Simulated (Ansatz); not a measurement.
B₂O₃ (model structure, started from the beta Ga2O3 type, C2/m, No. 12, 10 atoms in the cell) was calculated with PBEsol (Ansatz, an electronic-structure program, PAW).

Run with plane-wave cutoff 520 eV, 14×14×8 k mesh (along the axes of the cell as run), Fermi–Dirac smearing 0.01 eV, scalar-relativistic PAW data made under PBE.

Cell (relaxed at this level):

```cif
data_B4O6
_chemical_formula_sum 'B4 O6'
_space_group_name_H-M_alt 'P 1'
_space_group_IT_number 1
_cell_length_a 6.73000
_cell_length_b 6.73000
_cell_length_c 4.67348
_cell_angle_alpha 99.416
_cell_angle_beta 99.416
_cell_angle_gamma 20.451
loop_
_space_group_symop_operation_xyz
  'x, y, z'
loop_
_atom_site_label
_atom_site_type_symbol
_atom_site_fract_x
_atom_site_fract_y
_atom_site_fract_z
_atom_site_occupancy
B1 B 0.07558 0.07558 0.78545 1
B2 B 0.92442 0.92442 0.21455 1
B3 B 0.60831 0.60831 0.30028 1
B4 B 0.39169 0.39169 0.69972 1
O1 O 0.13244 0.13244 0.08607 1
O2 O 0.86756 0.86756 0.91393 1
O3 O 0.13285 0.13285 0.53947 1
O4 O 0.86715 0.86715 0.46053 1
O5 O 0.48999 0.48999 0.24550 1
O6 O 0.51001 0.51001 0.75450 1
```

Task: Give the computed band gap and direct gap at Γ.

Result: 
- band gap: 6.01 eV (on the SCF k mesh)
- direct gap at Γ: 6.70 eV

Note: the relaxation could raise the start's symmetry but not lower it, so the cell can be a saddle point; the cell has widely spaced layers and the level no dispersion term, so their spacing and the moduli can rest on weak binding.

A model structure was made by putting elements into a prototype or built by hand; it is no filed structure, need not be a known phase, and can be a saddle point held by its symmetry.
